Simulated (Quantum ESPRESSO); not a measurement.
Quantum ESPRESSO run on YbCuBi (P6_3mc, 6 atoms in the cell): self-consistent single point.

Method: PBEsol, SSSP 1.1.2 efficiency (PBE) pseudopotentials (plane waves; Quantum ESPRESSO 7.5).

The change in words: lattice scaled by 0.98. Reference geometry:
```
YbCuBi
1.0
    4.63586     0.00000     0.00000
   -2.31793     4.01477     0.00000
    0.00000     0.00000     7.60281
Yb Cu Bi
2 2 2
Direct
  0.00000   0.00000   0.48747
  0.00000   0.00000   0.98747
  0.33333   0.66667   0.31931
  0.66667   0.33333   0.81931
  0.66667   0.33333   0.21842
  0.33333   0.66667   0.71842
```

Reference input (self-consistent single point, DFT, PBEsol, plane waves, SSSP 1.1.2 efficiency (PBE) pseudopotentials): ecutwfc = 50 Ry; ecutrho = 400 Ry; occupations = smearing; smearing = gauss; degauss = 0.0099958 Ry; input_dft = pbesol; potentials = {Yb: Yb.GGA-PBE-paw-v1.0.UPF, Cu: Cu_pbe_v1.2.uspp.F.UPF, Bi: Bi_pbe_v1.uspp.F.UPF}; K_POINTS = automatic 6 6 3 0 0 0; conv_thr = 1e-09 Ry. This run's input differs from it in these lines:

```diff
@@ -27,8 +27,8 @@
 ATOMIC_POSITIONS alat
-Yb    0.00000000    0.00000000    0.79945071
-Yb    0.00000000    0.00000000    1.61945062
-Cu    0.00000000    0.57735027    0.52366834
-Cu    0.50000000    0.28867514    1.34366825
-Bi    0.50000000    0.28867514    0.35820876
-Bi    0.00000000    0.57735027    1.17820867
+Yb    0.00000000    0.00000000    0.79945067
+Yb    0.00000000    0.00000000    1.61945053
+Cu    0.00000000    0.57735027    0.52366831
+Cu    0.50000000    0.28867514    1.34366818
+Bi    0.50000000    0.28867514    0.35820874
+Bi    0.00000000    0.57735027    1.17820861
 K_POINTS automatic
@@ -36,5 +36,5 @@
 CELL_PARAMETERS angstrom
-   4.63586027     0.00000000     0.00000000
-  -2.31793014     4.01477276     0.00000000
-   0.00000000     0.00000000     7.60281000
+   4.54314343     0.00000000     0.00000000
+  -2.27157172     3.93447763     0.00000000
+   0.00000000     0.00000000     7.45075400
```

Output (repeated stretches shortened):

```
     Self-consistent Calculation

     iteration #  1     ecut=    50.00 Ry     beta= 0.70

     negative rho (up, down):  9.311E-02 0.000E+00

     total energy              =   -3072.76141388 Ry
     estimated scf accuracy    <      84.29174719 Ry

     iteration #  2     ecut=    50.00 Ry     beta= 0.70

     negative rho (up, down):  9.011E-02 0.000E+00

     total energy              =   -3169.99801568 Ry
     estimated scf accuracy    <     538.01973117 Ry

     iteration #  3     ecut=    50.00 Ry     beta= 0.70

     negative rho (up, down):  8.779E-02 0.000E+00

     total energy              =   -3191.87015291 Ry
     estimated scf accuracy    <      80.70523411 Ry

   [... 28 blocks of this kind left out ...]

     iteration # 32     ecut=    50.00 Ry     beta= 0.70

     negative rho (up, down):  9.212E-02 0.000E+00

     total energy              =   -3181.51470323 Ry
     estimated scf accuracy    <       0.00000002 Ry

     iteration # 33     ecut=    50.00 Ry     beta= 0.70

     negative rho (up, down):  9.212E-02 0.000E+00
     End of self-consistent calculation

   [... 6 lines left out ...]

   [... 6 lines left out ...]

     the Fermi energy is    14.9193 ev

!    total energy              =   -3181.51470323 Ry
     estimated scf accuracy    <          6.1E-10 Ry
     smearing contrib. (-TS)   =      -0.00205419 Ry
     internal energy E=F+TS    =   -3181.51264904 Ry

     convergence has been achieved in  33 iterations

     negative rho (up, down):  9.212E-02 0.000E+00

     Forces acting on atoms (cartesian axes, Ry/au):

     atom    1 type  1   force =     0.00000000    0.00000000    0.00032764
     atom    2 type  1   force =     0.00000000    0.00000000    0.00032764
     atom    3 type  2   force =     0.00000000   -0.00000000   -0.00416393
     atom    4 type  2   force =     0.00000000    0.00000000   -0.00416393
   [... lines left out ...]
     Total force =     0.008020     Total SCF correction =     0.000028
   [... lines left out ...]

     negative rho (up, down):  9.212E-02 0.000E+00
          total   stress  (Ry/bohr**3)                   (kbar)     P=        0.32
   0.00004798   0.00000000   0.00000000            7.06        0.00        0.00
   0.00000000   0.00004798   0.00000000            0.00        7.06        0.00
   0.00000000   0.00000000  -0.00008948            0.00        0.00      -13.16

   JOB DONE.
```

The run converged in 33 iterations. Against the reference run the free energy drops by 13.6 meV/atom, the pressure goes from -3.51 to 0.03 GPa and the largest force goes from 0.089 to 0.107 eV/Å.

The starting cell comes from a database of computed structures (which also holds hypothetical and non-ambient phases and stackings), without a prior relaxation at this level. For this run, on top of that: lattice scaled by 0.98. Spin polarisation is off.

Cost on one core of a shared machine: roughly 6 min.
